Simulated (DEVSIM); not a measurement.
# abrupt Si n-p junction

System: abrupt Si n-p junction, at 300 K.

| layer (left to right) | material | thickness (μm) | Nd (cm⁻³) | Na (cm⁻³) | τn (s) | τp (s) |
|---|---|---|---|---|---|---|
| 1 | Si | 0.180 | 5.7e18 | - | 0.00043 | 0.0043 |
| 2 | Si | 190 | - | 2e16 | 0.00043 | 0.00043 |

Left contact: ohmic. Right contact: ohmic. Voltage is applied to the left contact. Recombination: SRH at mid-gap. Gap narrowing is on: ΔEg = 6.92 meV × (l + √(l² + 0.5)), l = ln(N/1.3e17 cm⁻³), shared equally by both band edges. Mobility is μmin + (μ − μmin)/(1 + (N/Nref)^α).

This is a model device: material constants are rounded textbook-type values typed into the input, and sizes, dopings and lifetimes were drawn at random. Values at 300 K.

```csv
parameter,Si
gap (eV),1.124
affinity (eV),4.05
permittivity,11.7
Nc (cm⁻³),2.86e19
Nv (cm⁻³),3.1e19
μn (cm²/Vs),1417
μp (cm²/Vs),470
"μn,min",52
"μp,min",45
"Nref,n",9.7e16
"Nref,p",2.2e17
αn,0.68
αp,0.72
```

DEVSIM, 1D drift-diffusion, Boltzmann statistics, complete ionisation; no tunnelling, impact ionisation, image-force lowering or self-heating.

```yaml
potential_step_across_the_device_at_zero_bias: 0.866 V
largest_field_in_the_device_at_zero_bias: 110000 V/cm
Dark forward voltage at 1 A/cm²: 0.686 V
Dark forward voltage at 100 A/cm²: 1.045 V
```

Dark forward current:

(V (V), J (A/cm²)): (-0.05, -3.3e-11); (-0.15, -1.5e-9); (-0.30, -4.8e-7); (-0.40, -2.3e-5); (-0.55, -0.0076); (-0.65, -0.33); (-0.75, -5.0); (-0.90, -35); (-1.00, -76); (-1.10, -130); (-1.25, -260); (-1.35, -360); (-1.50, -550); (-1.60, -700)

Small-signal capacitance in reverse bias (quasi-static):

| V (V) | C (nF/cm²) |
|---|---|
| 0.2 | 40.8 |
| 0.5 | 35.7 |
| 1 | 30.3 |
| 1.5 | 26.8 |
| 2 | 24.3 |
| 3 | 20.8 |
| 4 | 18.5 |
| 5 | 16.9 |
| 6.5 | 15.0 |
| 8 | 13.7 |
